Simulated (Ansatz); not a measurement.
Worked example: self-consistent single point of RbGaS2O8 (P321, 12 atoms in the cell) in Ansatz (a first-principles code).

Method of the run: HSE06 (plane waves, PAW; Ansatz).

```
RbGa(SO4)2
1.0
    4.88202     0.00000     0.00000
   -2.44101     4.22795     0.00000
    0.00000     0.00000     8.62941
Rb Ga S O
1 1 2 8
Cartesian
  0.00000   0.00000   4.31470
  0.00000   0.00000   0.00000
  0.00000   2.81864   1.76842
  2.44101   1.40932   6.86098
 -0.43748   1.47572   1.27223
  1.38173   3.11122   1.27223
 -0.94426   3.86896   1.27223
  1.49675   0.35900   7.35718
  2.00353   2.75223   7.35718
  3.82274   1.11673   7.35718
  0.00000   2.81864   3.22774
  2.44101   1.40932   5.40166
```

Reference input (self-consistent single point, DFT, HSE06, plane waves, default PAW files made with PBE): basis.ecutwfc = 30.9 Ry; kpoints.mp_grid.grid = 4 4 2; hamiltonian.xc = hse06; hamiltonian.pseudopotentials = {kind: paw} (the program's default PAW files); scf.occupations.method = fixed. This run's input differs from it in these lines:

```diff
@@ -30,2 +30,4 @@
     method: fixed
+  mixing:
+    preconditioner: ldos
 output:
```

The program printed (abridged):

```
Error: inconsistent input (scf.mixing.preconditioner, scf.occupations.method): ldos needs the smeared local DOS at the Fermi level to build its model. With no smearing kernel (method: fixed, a smearing width below the step floor, tetrahedron integration, or explicit occupations) the LDOS field is never tabulated. Use a smearing scheme with a finite width, or preconditioner: auto
```

The program stopped before any SCF iteration. 

The starting cell comes from a database of computed structures (which also holds hypothetical and non-ambient phases and stackings), without a prior relaxation at this level. Its lattice was rescaled by a random factor within 2.5 % of one.

Keys are those of Ansatz 0.2.
